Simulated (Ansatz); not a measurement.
# What isotropic strain +2.00 % does to Na2S

The parent structure is Na2S in the anti-fluorite structure (space group Fm-3m, No. 225; a = 6.5679 Å).

Modification: every lattice vector is stretched by 2.00 %, atoms relaxed at fixed cell.

Method: Ansatz (a first-principles code), PBE, PAW, cutoff 420 eV, no spin-orbit coupling. Γ-centred 9×9×9 mesh, Fermi–Dirac width 0.05 eV.

```json
[
 {"quantity": "volume per atom", "base": "23.61 Å³", "changed": "25.06 Å³", "shift": "+1.45 Å³"},
 {"quantity": "space group", "base": "Fm-3m (No. 225)", "changed": "Fm-3m (No. 225)", "shift": "–"},
 {"quantity": "shortest interatomic distance", "base": "2.844 Å", "changed": "2.901 Å", "shift": "+0.057 Å"},
 {"quantity": "energy relative to the base (free energy F)", "base": "0 meV/atom", "changed": "+7.0 meV/atom", "shift": "+7.0 meV/atom"},
 {"quantity": "band gap", "base": "2.45 eV", "changed": "2.26 eV", "shift": "-0.19 eV"},
 {"quantity": "gap character", "base": "direct at Γ", "changed": "direct at Γ", "shift": "–"},
 {"quantity": "mean gap deformation potential ΔEg/Δln V", "base": "–", "changed": "-3.2 eV", "shift": "–"},
 {"quantity": "electron mass", "base": "0.29 mₑ (at Γ)", "changed": "0.29 mₑ (at Γ)", "shift": "–"}
]
```

Final structure:

```yaml
crystal:
  lattice:
    - [0.00000, 3.34965, 3.34965]
    - [3.34965, 0.00000, 3.34965]
    - [3.34965, 3.34965, 0.00000]
  atoms:
    - { symbol: Na, position: [0.25000, 0.25000, 0.25000] }
    - { symbol: Na, position: [0.75000, 0.75000, 0.75000] }
    - { symbol: S, position: [0.00000, 0.00000, 0.00000] }
```

Effective masses come from finite differences of ±0.01 Å⁻¹. Whether these cells are dynamically stable was not tested.
